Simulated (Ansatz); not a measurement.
## A constructed model of the (0001) surface of hcp Ru, a layer of In in place of the second plane (bottom of the slab: a bare face, its two planes held)

These are PBE (plane waves to 420 eV, PAW; Ansatz, a program for electronic structure) values and carry that method's errors.

Slab: 6 atoms, 10.7 Å thick at the start with caps and adatoms (thin: gaps and levels are the slab's own); k 16x16x1, smearing 0.1 eV, dipole-corrected; 2 atoms held, the rest relaxed; start symmetry kept, larger cells not searched; no spin, no spin-orbit, no U. In PBE it lies 0.15 eV a 1x1 cell over the lowest computed structure of the same composition (a layer of In in place of the third plane).

The work function of the top face comes out as 5.33 eV and the energy released by relaxation is 0.47 eV. The cost comes out as very roughly 70 core-seconds.
